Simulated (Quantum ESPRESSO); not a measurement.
A self-consistent single point of LuAlSi (P1, 6 atoms in the cell) with Quantum ESPRESSO.

Level of theory: PBEsol, PSlibrary ultrasoft (PBE) pseudopotentials (plane waves; Quantum ESPRESSO 7.5).

The change in words: atoms moved at random. Reference geometry:
```
LuAlSi
1.0
    1.95531     4.97024     0.00000
   -1.95531     4.97024     0.00000
    0.00000     0.00000     5.53693
Lu Al Si
2 2 2
Direct
  0.30459   0.30459   0.25000
  0.69541   0.69541   0.75000
  0.00000   0.00000   0.50000
  0.00000   0.00000   0.00000
  0.60115   0.60115   0.25000
  0.39885   0.39885   0.75000
```

Reference input (self-consistent single point, DFT, PBEsol, plane waves, PSlibrary ultrasoft (PBE) pseudopotentials): ecutwfc = 50 Ry; ecutrho = 400 Ry; occupations = smearing; smearing = fermi-dirac; degauss = 0.0073499 Ry; input_dft = pbesol; K_POINTS = automatic 7 7 5 0 0 0; conv_thr = 1e-10 Ry; mixing_beta = 0.5. This run's input differs from it in these lines:

```diff
@@ -9,6 +9,3 @@
 &SYSTEM
- ibrav = 9
- celldm(1) = 7.3900158953
- celldm(2) = 2.541913472721
- celldm(3) = 1.415866198472
+ ibrav = 0
  nat = 6
@@ -30,9 +27,13 @@
 Si    28.0850  Si.pbe-n-rrkjus_psl.1.0.0.UPF
+CELL_PARAMETERS {angstrom}
+   1.9553140000    -4.9702390000     0.0000000000
+   1.9553140000     4.9702390000     0.0000000000
+   0.0000000000     0.0000000000     5.5369260000
 ATOMIC_POSITIONS {crystal}
-Lu   -0.6954100000    0.3045900000   -0.7500000000
-Lu   -0.3045900000    0.6954100000   -0.2500000000
-Al    0.0000000000    0.0000000000   -0.5000000000
-Al    0.0000000000    0.0000000000    0.0000000000
-Si   -0.3988500000    0.6011500000   -0.7500000000
-Si   -0.6011500000    0.3988500000   -0.2500000000
+Lu    0.6962780000    0.2943590000    0.7575530000
+Lu    0.2994800000    0.6954820000    0.2506980000
+Al   -0.0019890000   -0.0006350000    0.4977010000
+Al   -0.0079240000   -0.0040080000   -0.0031610000
+Si    0.3911080000    0.5910300000    0.7496770000
+Si    0.6230470000    0.4237720000    0.2475330000
 K_POINTS {automatic}
```

Output, abridged:

```
     Self-consistent Calculation

     iteration #  1     ecut=    50.00 Ry     beta= 0.50

     Threshold (ethr) on eigenvalues was too large:
     Diagonalizing with lowered threshold

     total energy              =    -282.12389610 Ry
     estimated scf accuracy    <       0.08766968 Ry

     iteration #  2     ecut=    50.00 Ry     beta= 0.50

     total energy              =    -282.13614229 Ry
     estimated scf accuracy    <       0.00880588 Ry

     iteration #  3     ecut=    50.00 Ry     beta= 0.50

     total energy              =    -282.13657080 Ry
     estimated scf accuracy    <       0.00167529 Ry

   [... 8 blocks of this kind left out ...]

     iteration # 12     ecut=    50.00 Ry     beta= 0.50

     total energy              =    -282.13679562 Ry
     estimated scf accuracy    <          1.1E-10 Ry

     iteration # 13     ecut=    50.00 Ry     beta= 0.50
     End of self-consistent calculation

     Number of k-points >= 100: set verbosity='high' to print the bands.

     the Fermi energy is    10.7410 ev

!    total energy              =    -282.13679562 Ry
     estimated scf accuracy    <          6.6E-11 Ry
     smearing contrib. (-TS)   =      -0.00457655 Ry
     internal energy E=F+TS    =    -282.13221907 Ry

     convergence has been achieved in  13 iterations

     Forces acting on atoms (cartesian axes, Ry/au):

     atom    1 type  1   force =     0.00259719    0.01540115   -0.01412896
     atom    2 type  1   force =     0.01273690   -0.00421419    0.00090817
     atom    3 type  2   force =     0.00727614   -0.00346292    0.00318535
     atom    4 type  2   force =     0.01187474   -0.00293947    0.00282102
   [... lines left out ...]

     Total force =     0.054816     Total SCF correction =     0.000013

          total   stress  (Ry/bohr**3)                   (kbar)     P=       14.13
   0.00016521   0.00000196   0.00000162           24.30        0.29        0.24
   0.00000196   0.00001117   0.00000364            0.29        1.64        0.54
   0.00000162   0.00000364   0.00011184            0.24        0.54       16.45

   JOB DONE.
```

The run converged in 13 iterations. Against the reference run the free energy goes up by 14.4 meV/atom, the pressure goes from 1.19 to 1.41 GPa and the largest force goes from 0.111 to 1.164 eV/Å.

The starting cell comes from a database of computed structures (which also holds hypothetical and non-ambient phases and stackings), without a prior relaxation at this level. Its lattice was rescaled by a random factor within 2.5 % of one. For this run, on top of that: atoms moved at random. Forces in this geometry exceed 1 eV/Å.

Cost on one core of a shared machine: roughly 3 min.
